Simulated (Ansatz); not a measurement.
## GaSb: pressure series

Base system: GaSb in the zinc blende structure (space group F-43m, No. 216; a = 6.214 Å).

Cell and atoms are relaxed at each pressure.

All numbers come from Ansatz (a quantum-chemistry and plane-wave program), PBE, PAW, cutoff 420 eV, scalar-relativistic without spin-orbit coupling, earlier PAW set.

Notes on the quantities. enthalpy: H = E + PV relative to the base's energy.

```csv
variant,shortest interatomic distance,enthalpy
base,2.691 Å,–
pressure −2 GPa,2.737 Å,-0.38 eV/atom
pressure −1 GPa,2.712 Å,-0.19 eV/atom
pressure 0.3 GPa,2.685 Å,+0.06 eV/atom
pressure 0.7 GPa,2.677 Å,+0.13 eV/atom
pressure 1.5 GPa,…,+0.28 eV/atom
pressure 3 GPa,2.639 Å,+0.54 eV/atom
pressure 5 GPa,2.611 Å,+0.89 eV/atom
pressure 7.5 GPa,2.581 Å,+1.31 eV/atom
pressure 10 GPa,2.556 Å,+1.72 eV/atom
```

Question: What belongs in the blanks?

Answer: 
- pressure 1.5 GPa, shortest interatomic distance: 2.663 Å

Load acts through the strain it causes; cell and atoms are relaxed under it. Stability against distortions was not tested. Tetrahedral semiconductors of this kind turn to denser phases somewhere between about 1 and 50 GPa; those were not computed, so compressed cells here can lie past the real transition. All final runs are without spin polarisation.
